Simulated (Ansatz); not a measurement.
We look at the energy of the reaction as written. Reaction: 2 Si (diamond) + Cl2 (gas) → cell A. The sign is products less reactants.

Cell A: a slab of composition Si2Cl2 built on Si (diamond, Fd-3m) (111), with 2 atoms on that crystal's sites, 4 atoms, hexagonal cell of 3.87 Å (13.0 Å²), symmetry P-3m1 within 0.02 Å, 4.9 Å thick under 16 Å of vacuum, in-plane vectors held at the crystal's; planes from bottom to top: Cl | Si × 2 | Cl; foreign atoms: two times Cl bound to 1 Si at 2.08 Å; spin state with PBE: run without spin, k-point mesh 9×9×1.
```xyz
4
Lattice="3.8677 0.0000 0.0000 -1.9338 3.3495 0.0000 0.0000 0.0000 20.8871" Properties=species:S:1:pos:R:3 pbc="T T T"
Si     0.0000     2.2330    10.0687
Si     1.9338     1.1165    10.8184
Cl     0.0000     2.2330     7.9919
Cl     1.9338     1.1165    12.8952
```

Reference: Si (diamond, Fd-3m), 2 atoms in the cell, the relaxed perfect crystal repeated, atoms not moved again, k-point mesh 9×9×9 on the run's own vectors.

Reference: an isolated Cl2 molecule (singlet) in a box of 11 × 11 × 14 Å.

All numbers come from Ansatz (a quantum-chemistry and plane-wave program), plane waves with PAW, its PAW set soft_1, cutoff 420 eV, 500 eV for r2SCAN. The structures are at rest with PBE, within the held lattices; other levels are single points on them. HSE06 runs on coarser k-point meshes, mended by the PBE difference between the two meshes. Neutral cells; Fermi-Dirac smearing of at most 0.05 eV in the solids, energies taken to zero width. The lattices are those relaxed with PBE or held as stated, so at other levels the solids can be strained, which adds to the spread. A dispersion term (D3(BJ), or D4 for r2SCAN) was computed beside these levels and is taken off wherever the name lacks it. Space groups of crystals are read within 0.01 Å. No zero-point or thermal terms. No correction for cell size. Cell A has symmetry P-3m1 within 0.02 Å and got no random move, so less symmetric positions, which may lie lower, weren't tried.

Problem. Give the value at the level r2SCAN.

Solution. -3.12 eV, for 2 Si (diamond) + Cl2 (gas) → cell A.

Problem. How does the value move with the functional?

Solution. 
```
Functional  value (eV)  less r2SCAN
----------  ----------  -----------
PBE              -2.79         0.33
HSE06            -2.92         0.20
```

The levels shown span 0.33 eV, from r2SCAN (-3.12) to PBE (-2.79).
